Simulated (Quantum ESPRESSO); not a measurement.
Quantum ESPRESSO 7.5, DFT, PBE, plane waves, SSSP 1.1.2 efficiency PBE: zinc-blende GaAs with 3 In on Ga sites, atoms displaced (In3As8Ga5), unrelaxed at the host's lattice constant, 16 atoms. Basis and mesh were picked for this test and aren't claimed converged.

```
Property                                                Value
----------------------------  -------------------------------
cell                          7.99, 7.99, 7.99 Å; 60, 60, 60°
distance to the nearest atom                   2.33 to 2.43 Å
task                                                      scf
k mesh                                                  2×2×2
ecutwfc                                                 45 Ry
ecutrho                                                360 Ry
occupations                                          smearing
smearing                                             gaussian
degauss                                              0.005 Ry
conv_thr                                           1.6e-08 Ry
tprnfor                                                  true
tstress                                                 false
k-point pools (-nk)                                         8
diagonalization                               david (default)
k-points computed                                           8
bands                                                      86
electrons                                                 144
G-vectors of the density                               280737
FFT grid                                             96×96×96
```

One run each.

All on 8 ranks. Base settings, kept where nothing else is said: mixing_mode = plain (default), mixing_beta = 0.7 (default), mixing_ndim = 8 (default). The settings tried:
- mixing_beta = 0.2
- mixing_mode = TF, mixing_beta = 0.4
- mixing_beta = 0.1
- mixing_beta = 0.4
- mixing_mode = local-TF, mixing_beta = 0.1
- mixing_ndim = 2
- mixing_beta = 1
- the base settings
- mixing_mode = TF, mixing_beta = 1
- mixing_mode = TF, mixing_beta = 0.2
- mixing_mode = local-TF, mixing_beta = 0.2
- mixing_mode = TF, mixing_beta = 0.1
- mixing_mode = TF

### Question
Which settings need the fewest SCF iterations, which the most, and do any fail to converge?

### Answer
Fewest SCF iterations, with those close behind: mixing_mode = TF, mixing_beta = 1 (12); the base settings (14); mixing_beta = 1 (14); mixing_ndim = 2 (14); mixing_beta = 0.4 (15). Most among those that reach the base run's result: mixing_mode = TF, mixing_beta = 0.1 (31); mixing_mode = local-TF, mixing_beta = 0.1 (30); mixing_mode = TF, mixing_beta = 0.2 (30); mixing_mode = local-TF, mixing_beta = 0.2 (29). All converged.

```json
[
 {"setting": "mixing_mode = TF, mixing_beta = 1", "SCF iterations": "12", "end": "converged"},
 {"setting": "the base settings", "SCF iterations": "14", "end": "converged"},
 {"setting": "mixing_beta = 1", "SCF iterations": "14", "end": "converged"},
 {"setting": "mixing_ndim = 2", "SCF iterations": "14", "end": "converged"},
 {"setting": "mixing_beta = 0.4", "SCF iterations": "15", "end": "converged"},
 {"setting": "mixing_mode = TF", "SCF iterations": "16", "end": "converged"},
 {"setting": "mixing_mode = TF, mixing_beta = 0.4", "SCF iterations": "18", "end": "converged"},
 {"setting": "mixing_beta = 0.2", "SCF iterations": "19", "end": "converged"},
 {"setting": "mixing_beta = 0.1", "SCF iterations": "27", "end": "converged"},
 {"setting": "mixing_mode = local-TF, mixing_beta = 0.2", "SCF iterations": "29", "end": "converged"},
 {"setting": "mixing_mode = TF, mixing_beta = 0.2", "SCF iterations": "30", "end": "converged"},
 {"setting": "mixing_mode = local-TF, mixing_beta = 0.1", "SCF iterations": "30", "end": "converged"},
 {"setting": "mixing_mode = TF, mixing_beta = 0.1", "SCF iterations": "31", "end": "converged"}
]
```

4 planned settings were not run, for want of time.
